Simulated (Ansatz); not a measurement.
## Si (Fd-3m): band-edge transport data

```xyz
2
Lattice="0.0000 2.7417 2.7417 2.7417 0.0000 2.7417 2.7417 2.7417 0.0000" Properties=species:S:1:pos:R:3 pbc="T T T"
Si     1.3708     1.3708     1.3708
Si     0.0000     0.0000     0.0000
```

Computed with r2SCAN with spin-orbit coupling, rigid bands (plane waves, PAW; Ansatz, a program for electronic structure). Condition of this run: hydrostatic pressure -2 GPa (the target of the relaxation). Geometry: cell and atoms relaxed with r2SCAN, then loaded as said.

```json
{
  "band_gap": "0.79 eV",
  "electron conductivity mass (300 K, dilute)": "0.28 mₑ",
  "hole conductivity mass (300 K, dilute)": "0.35 mₑ",
  "effective density of states N_c (300 K)": "2.9e19 cm⁻³",
  "effective density of states N_v (300 K)": "2.1e19 cm⁻³",
  "density_of_states_mass_electrons": "1.11 mₑ",
  "density_of_states_mass_holes": "0.88 mₑ",
  "Seebeck coefficient, n-type 1e19 cm⁻³, 300 K": "-309 μV/K",
  "best n-type power factor at 300 K for τ = 10 fs (best axis; densities from 1e16 to 1e21 cm⁻³ tried, whether or not they can be reached)": "16.7 μW/(cm·K²) at 1e20 cm⁻³",
  "Seebeck coefficient, p-type 1e19 cm⁻³, 300 K": "311 μV/K",
  "best p-type power factor at 300 K for τ = 10 fs (best axis; densities from 1e16 to 1e21 cm⁻³ tried, whether or not they can be reached)": "15.4 μW/(cm·K²) at 1e20 cm⁻³"
}
```

Rigid bands; masses and Seebeck coefficients take one relaxation time τ for all states and one kind of carrier; polarons and phonon drag are left out.
